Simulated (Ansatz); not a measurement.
**Cl on the 1x1 (0001) surface of hcp Ru, one in a 2x2 cell, started at the site 'hollow Ru-Ru-Ru'**

Calculation: PBE (plane waves to 420 eV, PAW; Ansatz, an electronic-structure program).

Model: 17-atom slab, 6.3 Å thick at the start under the adsorbate (thin: gaps and levels are the slab's own), 6x6x1 mesh, Fermi-Dirac 0.1 eV, dipole correction, 8 atoms held, the rest relaxed; symmetry of the start imposed; no spin, no spin-orbit, no U, no dispersion correction. At the end it is bonded to 3 Ru. In PBE it is, or lies within 0.03 eV of, the lowest of the starts that converged.

The adsorption energy against ½ Cl2(g) comes out as -53.5 kcal/mol and the work function of the top face is 4.82 eV. The change of the work function is -0.18 eV and the change of the step from the bottom to the top vacuum level, against the clean slab comes out as -0.12 eV. The energy released by relaxation is 0.024 eV and the height of the binding atom over the mean of the host atoms within 0.3 Å of the top one is 1.956 Å. The nearest host atoms of the binding atom is Ru at 2.49 Å, Ru at 2.49 Å, Ru at 2.49 Å, the largest move of a host atom is 0.02 Å and the cost is very roughly 80 core-seconds.

A negative adsorption energy means that the adsorbate is more stable on the surface than in its reference.
